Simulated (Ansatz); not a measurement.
Take SiS2 (space group Ibam, No. 72; a = 5.8031 Å, b = 9.8918 Å, c = 5.5455 Å; made of chains) as the base.

Calculations: r2SCAN in Ansatz (plane waves to 500 eV, PAW, spin-orbit coupling left out).

Before the change:

| Quantity | Value |
|---|---|
| Band gap | 3.31 eV |
| Gap character | indirect, Σ₀–Γ (22 % along) → k = (3/8, 3/8, -3/8) in the run's primitive reciprocal basis |
| Density | 1.92 g/cm³ |

The change: cell and atoms relaxed at a pressure of 30 GPa.

Question: Predict the new band gap, gap character and density.

Answer: The band gap shrinks by 2.044 eV (3.31 eV → 1.26 eV); the gap character goes from indirect, Σ₀–Γ (22 % along) → k = (3/8, 3/8, -3/8) in the run's primitive reciprocal basis to direct at Γ; the density rises by 1.422 g/cm³, from 1.92 g/cm³ to 3.35 g/cm³.

Load acts through the strain it causes; cell and atoms are relaxed under it. Stability against distortions was not tested. No other phases were tried under pressure. No dispersion term is included, though the crystal is made of layers, chains or molecules, so its spacings can come out too wide.

Ansatz is a quantum-chemistry and plane-wave program.
